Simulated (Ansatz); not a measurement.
Base system: SrCl₂ in the fluorite structure (space group Fm-3m, No. 225).

```
SrCl2
1.0
    0.00000     3.45392     3.45392
    3.45392     0.00000     3.45392
    3.45392     3.45392     0.00000
Sr Cl
1 2
Direct
  0.00000   0.00000   0.00000
  0.25000   0.25000   0.25000
  0.75000   0.75000   0.75000
```

Cartesian axes are those of the cell as printed.

Level of theory: PBEsol/PAW in Ansatz (an electronic-structure program), scalar-relativistic without spin-orbit coupling.

Strains are applied to the cell and any free atomic positions relax.

One change was made to it. Results:

| quantity | base | after |
|---|---|---|
| pressure (mean of the normal stresses, compression positive) | 0.00 GPa | 0.81 GPa |
| electron mass | 0.37 mₑ (at Γ) | 0.43 mₑ along z, 0.35 mₑ across (at Γ) |

Name the change that was made.
A. uniaxial strain ε_zz = +2.50 %
B. uniaxial strain ε_zz = −2.00 %
C. uniaxial strain ε_zz = −1.00 %
D. uniaxial strain ε_zz = +2.00 %

B, uniaxial strain ε_zz = −2.00 %. For comparison, the electron mass in the other runs: uniaxial strain ε_zz = +2.50 % gives 0.33 mₑ along z, 0.41 mₑ across (at Γ); uniaxial strain ε_zz = +2.00 % gives 0.34 mₑ along z, 0.40 mₑ across (at Γ); uniaxial strain ε_zz = −1.00 % gives 0.40 mₑ along z, 0.36 mₑ across (at Γ).

The levels and masses belong to the bands next to the band gap. Effective masses come from finite differences of ±0.01 Å⁻¹. Stability against distortions was not tested.
